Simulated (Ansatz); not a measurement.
## A computed series for hypothetical rock salt ZrSi: response to strain

Consider ZrSi in the rock salt structure (space group Fm-3m, No. 225; a hypothetical phase, not in the database extracts checked; relaxed with 0.1 eV smearing).

```
ZrSi
1.0
    0.00000     2.67113     2.67113
    2.67113     0.00000     2.67113
    2.67113     2.67113     0.00000
Si Zr
1 1
Direct
  0.00000   0.00000   0.00000
  0.50000   0.50000   0.50000
```

Cartesian axes are those of the cell as printed.

Strains are applied to the cell and any free atomic positions relax; under biaxial strain the out-of-plane vector relaxes too.

Method: Kohn–Sham DFT with the PBEsol functional, run in Ansatz (a quantum-chemistry and plane-wave program) with PAW and 420 eV plane waves, scalar-relativistic without spin-orbit coupling, earlier PAW set.

Notes on the quantities. energy relative to the base: free energy F; pressure: mean of the normal stresses, compression positive.

```csv
case,energy relative to the base,pressure,space group,shortest interatomic distance
base,0 meV/atom,0.0 GPa,Fm-3m (No. 225),267.1 pm
"biaxial strain −2.33 %, plane normal [001], relaxed out of plane",+22 meV/atom,5.6 GPa,I4/mmm (No. 139),260.9 pm
"biaxial strain −0.75 %, plane normal [001], relaxed out of plane",+2.2 meV/atom,1.6 GPa,I4/mmm (No. 139),265.1 pm
"biaxial strain −2.73 %, plane normal [110], relaxed out of plane",+18 meV/atom,3.9 GPa,Immm (No. 71),259.8 pm
uniaxial strain ε_xx = −2.66 %,+13 meV/atom,3.6 GPa,I4/mmm (No. 139),260.0 pm
uniaxial strain ε_xx = +0.47 %,+0.4 meV/atom,-0.6 GPa,I4/mmm (No. 139),267.1 pm
uniaxial strain ε_xx = +0.96 %,+1.5 meV/atom,-1.1 GPa,I4/mmm (No. 139),267.1 pm
uniaxial strain ε_yy = −1.30 %,+3.0 meV/atom,1.7 GPa,I4/mmm (No. 139),263.6 pm
uniaxial strain ε_yy = −1.01 %,+1.8 meV/atom,1.3 GPa,I4/mmm (No. 139),264.4 pm
tensor shear ε_xy = +1.09 %,+0.6 meV/atom,0.0 GPa,Immm (No. 71),267.1 pm
```

Stability against distortions was not tested. The final runs are not spin-polarised.
